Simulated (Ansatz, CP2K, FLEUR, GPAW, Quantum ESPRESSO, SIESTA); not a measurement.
## Ni₃Se₂ (R32, 5 atoms in the cell) computed with different codes at matched settings

Self-consistent single point, at a second geometry (lattice scaled by 0.98). First geometry:

```xyz
5
Lattice="2.9386 1.6966 2.3554 -2.9386 1.6966 2.3554 0.0000 -3.3932 2.3554" Properties=species:S:1:pos:R:3 pbc="T T T"
Ni    -1.4883     1.6966     2.3554
Ni    -0.7251    -2.1372     2.3554
Ni     2.2135     0.4406     2.3554
Se     0.0000     0.0000     1.8223
Se     0.0000     0.0000     5.2440
```

Shared settings, as Ansatz (an electronic-structure program) writes them: kpoints.mp_grid.grid = 7 7 7; scf.occupations.method = gaussian; scf.occupations.width = 0.1 eV. Potentials and cutoffs stand in the table.

| code | model | ΔF from the first geometry (meV/atom) | pressure (GPa) | largest force (eV/Å) | cutoff |
|---|---|---|---|---|---|
| Ansatz | LDA (PW92), PAW files made with PBE | 28.8 | 11.38 | 0.701 | default |
| SIESTA | LDA PW92, numerical atomic orbitals DZP, PseudoDojo LDA standard norm-conserving potentials (rewritten from UPF to PSML) | 43.5 | 14.62 | 1.446 | grid 400 Ry |
| Quantum ESPRESSO | LDA (PZ), PSlibrary PAW (LDA) pseudopotentials | 37.7 | 12.77 | 0.856 | 50 Ry |
| FLEUR | LDA (Perdew-Zunger), all-electron FLAPW (FLEUR), scalar-relativistic valence | – | – | 0.775 | Kmax 3.9 1/bohr |
| CP2K | LDA (Pade form), GPW, DZVP-MOLOPT-SR-GTH basis, GTH-PADE potentials (GTH_POTENTIALS) | 33.9 | 12.74 | 0.893 | grid 600 Ry |
| GPAW | LDA (Perdew-Wang 92), GPAW PAW datasets LDA (gpaw-data 1.0.1) | 35.4 | 12.93 | 0.831 | 850 eV |

For Quantum ESPRESSO (by 0.7 GPa) the energy change implies a higher mean pressure, against the two pressures, than for the other programs: a sign of finite-basis (Pulay) stress.

Size of the force on each atom (eV/Å): Sizes of forces hide their directions.

```json
[
 {"code": "Ansatz", "Ni1": "0.266", "Ni2": "0.266", "Ni3": "0.266", "Se4": "0.701", "Se5": "0.701"},
 {"code": "SIESTA", "Ni1": "0.425", "Ni2": "0.425", "Ni3": "0.425", "Se4": "1.446", "Se5": "1.446"},
 {"code": "Quantum ESPRESSO", "Ni1": "0.294", "Ni2": "0.294", "Ni3": "0.294", "Se4": "0.856", "Se5": "0.856"},
 {"code": "FLEUR", "Ni1": "0.236", "Ni2": "0.236", "Ni3": "0.236", "Se4": "0.775", "Se5": "0.775"},
 {"code": "CP2K", "Ni1": "0.312", "Ni2": "0.312", "Ni3": "0.312", "Se4": "0.893", "Se5": "0.893"},
 {"code": "GPAW", "Ni1": "0.318", "Ni2": "0.318", "Ni3": "0.318", "Se4": "0.831", "Se5": "0.831"}
]
```

A dash marks a value that a program does not give, or that is left out as unsure.

On Ansatz's run: spin polarisation is off, so a magnetic state, if there is one, cannot be reached.

The spread over the programs that give each value: ΔF from the first geometry within 14.7 meV/atom; pressure within 3.24 GPa; largest force within 0.745 eV/Å.

SIESTA and CP2K use small atom-centred bases, whose incompleteness enters pressures, forces and empty levels differently from a plane-wave cutoff. FLEUR treats all electrons, but the usual bases taken here (sphere radii, linearisation, local orbitals, empty states) were not tested for convergence, so the values are no reference for the others. Ansatz's pressure is given at a fixed set of plane waves, as the other plane-wave codes print theirs; with its correction for the finite basis it is 11.47 GPa. The same LDA comes in different parametrisations, which differ slightly. In the pressure, Ansatz (by 1.39) and SIESTA (by 1.85) lie more than 1 GPa from the median of the plane-wave programs. In the force vectors, Ansatz (by 0.131) and SIESTA (by 0.614) lie more than 0.08 eV/Å from the median of the plane-wave programs.

The starting cell comes from a database of computed structures (which also holds hypothetical and non-ambient phases and stackings), without a prior relaxation at this level. Its lattice was rescaled by a random factor within 2.5 % of one. For this run, on top of that: lattice scaled by 0.98.

Keys are those of Ansatz 0.2.
